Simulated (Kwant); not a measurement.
System: six-terminal Hall bar in a Si two-dimensional gas. Effective mass 0.19 mₑ, grid spacing 5.8 nm, hard walls, nominal width 150 nm (25 grid rows, so walls 150.8 nm apart), one parabolic valley, scattering region 390 nm long along x; energies count from the band bottom; Fermi energy 0.00223 eV. Four side probes 75 nm wide, two on each edge; current runs along x; the sign of the Hall resistance is a convention. Perpendicular field swept from 0.30499 to 6.2219 T, also in the leads; orbital effect alone.

Constants are typed, rounded textbook-type inputs, not results; the design itself was drawn at random and stands for no fabricated device.

Model: effective-mass tight-binding model on a square grid, one spin, coherent transport at 0 K (Kwant). Resistances are in h/e².

Q: How many Landau levels lie under the Fermi energy, and what Hall resistance follows, at 2.23 meV and 0.606 T; 2.23 meV and 1.61 T; 2.23 meV and 3.11 T; 2.23 meV and 3.61 T?

A: ħωc = ħeB/m = 0.609 meV a tesla; levels lie at (n + ½)ħωc. E/ħωc = 6.04 gives 6 levels and h/(6e²) = 0.167; simulated 0.102, off the plateau. E/ħωc = 2.28 gives 2 levels and h/(2e²) = 0.500; simulated 0.500. E/ħωc = 1.18 gives 1 level and h/(1e²) = 1.000; simulated 1.000. E/ħωc = 1.01 gives 1 level and h/(1e²) = 1.000; simulated 1.000. The count is that of a wide sample; where the walls of bar or probes squeeze the orbits, it misses.
